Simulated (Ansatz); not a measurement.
Checking a run of Ansatz (a program for electronic structure) on LaN (R3m, 2 atoms in the cell). The aim is a self-consistent single point with DFT, PBE, plane waves, default PAW files.

Cell that was meant: a = 3.7349 Å, b = 3.7349 Å, c = 3.7349 Å, α = 57.94°, β = 57.94°, γ = 57.94°.

Part of the input:

Ansatz 0.2 input:
```yaml
    - [-1.809047, 1.044454, 3.096176]
    - [0.000000, -2.088908, 3.096176]
  atoms:
    - { symbol: La, position_ang: [0.762399, 0.762400, 0.762402] }
    - { symbol: N, position_ang: [0.237598, 0.237600, 0.237601] }
basis:
  ecutwfc: 30.9 Ry
kpoints:
```

The program printed (abridged):

```
WARN ansatz: RAYON_NUM_THREADS=1 ignored (pool sized by the plan → 1); use --threads N
Pseudopotentials: kind: paw
   [... lines left out ...]
Symmetry: 1 space group operations
Space group: P1 (ITA 1), of the structure as read, at distance tolerance 3.3e-5 Å
k-points: 260 of 512 (time reversal used)
Initial density: superposition of atomic densities (neutral atoms: chi_scale 0, normalization atom), corrected by the library's trained network
Initial wavefunctions: pseudopotential atomic-orbital guess
Eigensolver: davidson
Functional: x = pbe(κ = 0.804, μ = 0.2195149727645171), c = pbe(β = 0.06672455060314922)
SCF iter   1: F=—  HF=-9820.772605 eV  |F-HF|=—  |Δ(HF+E_count)|=         —  Δρ=3.76e0  dr2=4.45e3  ethr=1.77e-3  ⟨swp⟩=56.6  Hψ=145332  notcnv=0  defer=111
all-band conjugate gradients solve this SCF's bands
preconditioner: auto → none
SCF iter   2: F=—  HF=-7026.179176 eV  |F-HF|=—  |Δ(HF+E_count)|=    2.79e3  Δρ=1.80e0  dr2=7.66e2  ethr=1.77e-3  ⟨swp⟩=13.5  Hψ=41276  notcnv=0  defer=748
   [... lines left out ...]
SCF iter  11: F=—  HF=-6524.001209 eV  |F-HF|=—  |Δ(HF+E_count)|=   1.24e-5  Δρ=1.36e-4  dr2=5.74e-6  ethr=3.93e-7  ⟨swp⟩=2.4  Hψ=5433  notcnv=0  defer=2
SCF iter  12: F=—  HF=-6524.001208 eV  |F-HF|=—  |Δ(HF+E_count)|=   1.19e-6  Δρ=2.86e-5  dr2=2.79e-7  ethr=3.59e-8  ⟨swp⟩=2.2  Hψ=5698  notcnv=0
SCF iter  13: F=-6524.001208 eV  HF=-6524.001208 eV  |F-HF|=1.48e-8  |Δ(HF+E_count)|=   4.41e-9  Δρ=9.36e-6  dr2=2.49e-8  ethr=6.25e-10  ⟨swp⟩=14.3  Hψ=37736  notcnv=0
SCF 1 converged in 13 iterations: F = -6524.001208 eV  dr2 = 2.49e-8
Free energy (F): -6524.001208 eV
Internal energy: -6523.971322 eV  (E = F + TS)
E sigma→0 (E₀):  -6523.986265 eV
Entropy (-TS):   -0.029885 eV (-14.943 meV/atom)
Fermi energy:    13.049901 eV
--- Forces (eV/Å), atoms counted from 1 ---
  atom   1  La   290.42487775   289.55322067   289.14849707
  atom   2  N   -290.42563957  -289.55334141  -289.14918131
--- Stress (GPa, compression-positive) ---
      708.268633     697.201617     694.184676
      697.201756     703.734229     693.595819
      694.184688     693.595691     698.969737
  P = ⅓ Tr σ = 703.6575 GPa (7036.575 kbar)
  The stress holds the Pulay correction. Without it, at fixed plane waves, as pw.x and ABINIT print it: P = 699.1715 GPa
```

### Question
Can these results be used? Check the input.

### Answer
The run is not sound. The fault is this: fractional positions typed under position_ang. Numbers meant as fractions of the cell vectors were read as lengths, or the reverse, so the atoms sit in the wrong places. To fix it, make label and numbers agree, by changing either. The run converged in 13 iterations without an error; against the sound input the free energy rises by 56.3 eV/atom, the pressure goes from 9.63 to 703.7 GPa and the largest force goes from 0.078 to 501.8 eV/Å.

The sound input it was made from differs as follows (other fixes are possible):
```diff
-    - { symbol: La, position_ang: [0.762399, 0.762400, 0.762402] }
-    - { symbol: N, position_ang: [0.237598, 0.237600, 0.237601] }
+    - { symbol: La, position: [0.762400, 0.762400, 0.762400] }
+    - { symbol: N, position: [0.237600, 0.237600, 0.237600] }
```

With that input, the run converged in 6 iterations: free energy E − TS (on the zero of these files) -6636.5771 eV; gap on the k-point mesh 0.49 eV; pressure 9.63 GPa; largest force (vector length) 0.078 eV/Å (DFT, PBE, plane waves, default PAW files).

On the sound input: the starting cell was generated: these elements placed on a structure prototype, without a prior relaxation; it need not be a known phase or ordering of this composition. With a pressure of about 10 GPa the cell is away from its equilibrium volume at this level. Ansatz's pressure includes its estimate of the finite-basis (Pulay) stress.
